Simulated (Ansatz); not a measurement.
Mg, response to strain

Consider Mg in the hcp (Mg type) structure (space group P6_3/mmc, No. 194; relaxed with 0.1 eV smearing).

```xyz
2
Lattice="3.1952 0.0000 0.0000 -1.5976 2.7671 0.0000 0.0000 0.0000 5.1966" Properties=species:S:1:pos:R:3 pbc="T T T"
Mg     1.5976     0.9224     3.8974
Mg     0.0000     1.8448     1.2991
```

Strains are applied to the cell and any free atomic positions relax.

Computed with PBE/PAW in Ansatz (a quantum-chemistry and plane-wave program), no SOC.

Notes on the quantities. energy relative to the base: free energy F.

| case | energy relative to the base | shortest interatomic distance |
|---|---|---|
| base | 0 meV/atom | 318.7 pm |
| isotropic strain −2.50 % | +16 meV/atom | 310.7 pm |
| isotropic strain −2.00 % | +9.9 meV/atom | 312.3 pm |
| isotropic strain −1.50 % | +5.5 meV/atom | 313.9 pm |
| isotropic strain −1.00 % | [?] | 315.5 pm |
| isotropic strain +0.50 % | +0.6 meV/atom | 320.3 pm |
| isotropic strain +1.50 % | +5.0 meV/atom | 323.4 pm |
| isotropic strain +2.00 % | +8.7 meV/atom | 325.0 pm |
| isotropic strain +2.50 % | +13 meV/atom | 326.6 pm |
| isotropic strain +3.00 % | +19 meV/atom | 328.2 pm |

Question: Complete the table.

Answer: 
- isotropic strain −1.00 %, energy relative to the base: +2.4 meV/atom

Stability against distortions was not tested.
